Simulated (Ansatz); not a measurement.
# Variants of one calculation on Li₅FeF₈ (P1, 14 atoms in the cell)

```
CELL_PARAMETERS angstrom
      2.93275    -4.20342     0.00000
      2.93275     4.20342     0.00000
      0.00000     0.00000     6.00598
ATOMIC_POSITIONS crystal
  Li 0.50172 0.99749 0.77513
  Li 0.51418 0.01435 0.22274
  Li 0.99262 0.49717 0.22022
  Li 0.99564 0.49629 0.77059
  Li 0.50825 0.49150 0.00062
  Fe 0.49584 0.50106 0.50557
  F  0.73136 0.26504 0.00679
  F  0.26128 0.73820 0.99245
  F  0.72735 0.27943 0.49674
  F  0.26799 0.72721 0.50526
  F  0.27779 0.27908 0.73937
  F  0.70653 0.72420 0.26253
  F  0.73119 0.71680 0.73995
  F  0.28825 0.27216 0.26204
```
Moments meant for the start (each program seeds them in its own way; μB, in the order of the atoms Li Li Li Li Li Fe F F F F F F F F): 0.0 0.0 0.0 0.0 0.0 4.0 0.0 0.0 0.0 0.0 0.0 0.0 0.0 0.0.

Base run A: Ansatz (an electronic-structure program) with PBEsol+U, default PAW files made with PBE, self-consistent single point.

Its settings: basis.ecutwfc = 420 eV; kpoints.mp_grid.grid = 5 5 4; hamiltonian.xc = pbesol; hamiltonian.pseudopotentials = {kind: paw} (the program's default PAW files); hamiltonian.hubbard.sites = [{species: Fe, l: d, u_eff: 5.3}] eV; magnetization.spin_polarized = true; scf.occupations.method = gaussian; scf.occupations.width = 0.01 eV.

The starting cell comes from a database of computed structures (which also holds hypothetical and non-ambient phases and stackings), without a prior relaxation at this level. Its atoms were displaced at random from the sites of space group no. 65. With one magnetic atom in the cell only a parallel order is possible. With U or open f shells several self-consistent states can exist. Ansatz's pressure includes its estimate of the finite-basis (Pulay) stress.

ΔF is the free energy per atom less that of run A. A dash stands where there is no value to compare (another energy zero or no entropy term, no result, no spin, no clean gap, or a mesh too coarse for one). 

These are the values that this program gave, and no reference: magnets with a U can end in a higher state.

Run A gave: pressure (GPa) -0.62; largest force (eV/Å) 0.822; gap on the mesh (eV) 3.703; size of the net moment (μB/atom) 0.36; Hubbard energy (eV/atom) 0.111; k-points 51.

Runs:
- B: hamiltonian.hubbard.sites: [{species: Fe, l: d, u_eff: 5.3}] eV → [{species: Fe, l: d, u_eff: 2.0}] eV
- C: scf.convergence.dr2_threshold: default (1e-07 eV) → 1e-06 eV
- D: kpoints.mp_grid.grid: 5 5 4 → 2 2 2
- E: kpoints.mp_grid.grid: 5 5 4 → 3 3 2; kpoints.mp_grid.shift: default → 0.5 0.5 0.5
- F: hamiltonian.hubbard.projectors: default → all-electron-atomic
- G: scf.eigensolver.kind: default (the program chose band_cg) → davidson

**Question.** What does run B change against A?

**Answer.** The pressure goes from -0.62 to -0.93 GPa, the largest force goes from 0.822 to 0.761 eV/Å, the gap on the mesh goes from 3.703 to 2.316 eV and the size of the net moment stays at 0.36 μB/atom.

```csv
run,ΔF (meV/atom),pressure (GPa),largest force (eV/Å),gap on the mesh (eV),size of the net moment (μB/atom),Hubbard energy (eV/atom),k-points
A,0.00,-0.62,0.822,3.703,0.36,0.111,51
B,–,-0.93,0.761,2.316,0.36,0.047,51
C,0.00,-0.62,0.821,3.703,0.36,0.111,51
D,0.39,-0.61,0.820,3.696,0.36,0.111,8
E,-0.10,-0.62,0.822,3.772,0.36,0.111,9
F,–,-0.11,0.945,3.366,0.36,0.145,51
G,0.00,-0.62,0.822,3.702,0.36,0.111,51
```

Keys are those of Ansatz 0.2.
